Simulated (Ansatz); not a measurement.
Start from BaHfO₃ in the cubic perovskite structure (space group Pm-3m, No. 221; a = 4.206 Å).

(Cell as relaxed with PBE.)

Levels (all Ansatz, a program for electronic structure, PAW): PBE (420 eV, without spin-orbit coupling); PBEsol (420 eV, no spin-orbit coupling).

Each level relaxes its own structure.

| quantity | PBE | PBEsol |
|---|---|---|
| volume per atom | 14.88 Å³ | [?] |
| lattice parameter a | 7.949 bohr | [?] |
| band gap | 3.62 eV | [?] |
| gap character | indirect, R → Γ | [?] |
| electron mass (degenerate bands, along [100]) | 0.35, 0.35, 2.3 mₑ | [?] |

### Question
Given the PBE results, estimate those of PBEsol.

### Answer

- volume per atom, PBEsol: 14.37 Å³
- lattice parameter a, PBEsol: 7.857 bohr
- band gap, PBEsol: 3.58 eV
- gap character, PBEsol: indirect, R → Γ
- electron mass (degenerate bands, along [100]), PBEsol: 0.33, 0.33, 2.2 mₑ

PBE's volume per atom lies 0.51 Å³ above PBEsol's (3.6 %); PBE's lattice parameter a lies 0.092 bohr above PBEsol's (1.2 %); PBE's band gap lies 0.04 eV above PBEsol's; the two agree on the gap character. Neither level is exact; PBEsol is the comparison here, not a measurement.

With Hf present, leaving out spin-orbit coupling can change the band edges. Masses are band curvatures over ±0.01 Å⁻¹ around the edge. Whether these cells are dynamically stable was not tested. The base started in P4mm and relaxed to Pm-3m at this level.
